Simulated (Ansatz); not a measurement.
Response to strain in Ge

Start from Ge (space group Im-3m, No. 229; a = 7.0054 Å; a model cell, its experimental status unchecked). Axes: x, y, z lie along the cube axes.

Strains are applied to the cell and any free atomic positions relax; under biaxial strain the out-of-plane vector relaxes too.

Level of theory: PBEsol/PAW in Ansatz (a first-principles code), without spin-orbit coupling.

Candidates:
(a) uniaxial strain ε_xx = +1.30 %
(b) biaxial strain −3.43 %, plane normal [001], relaxed out of plane
(c) isotropic strain −1.79 %
(d) uniaxial strain ε_zz = +0.50 %

Notes on the quantities. energy relative to the base: free energy F.

### Question
Order them by energy relative to the base, lowest first.

### Answer
(d) uniaxial strain ε_zz = +0.50 % (+0.2 meV/atom), (a) uniaxial strain ε_xx = +1.30 % (+1.4 meV/atom), (c) isotropic strain −1.79 % (+14 meV/atom), (b) biaxial strain −3.43 %, plane normal [001], relaxed out of plane (+24 meV/atom)

No phonon test of stability was made. This is not the structure that Ge has at room temperature and ambient pressure.
